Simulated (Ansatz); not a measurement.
By PBEsol, the system below comes out a metal.

Consider the following.

```yaml
crystal:
  lattice:
    - [3.56972, 0.00000, 0.00000]
    - [-1.78486, 3.09147, 0.00000]
    - [0.00000, 0.00000, 5.87916]
  atoms:
    - { symbol: Y, position: [0.33333, 0.66667, 0.25000] }
    - { symbol: Y, position: [0.66667, 0.33333, 0.75000] }
```

Space group of this cell: P6_3/mmc, hcp (Mg type). The cell is strained (lengths across the current scaled by 0.98, ions clamped); by PBEsol its mean pressure is -1.4 GPa.

The current flows along the normal of the first two printed cell vectors, the (001) (indices of the unstrained crystal) plane of the conventional cell. No spin-orbit coupling; the value is a mean over 0.1 eV about the Fermi level.

Q: Compute, with Ansatz (an electronic-structure program) with PBEsol, the ballistic conductance per area.

A: 0.96 × 10¹⁵ S/m² for both spins.
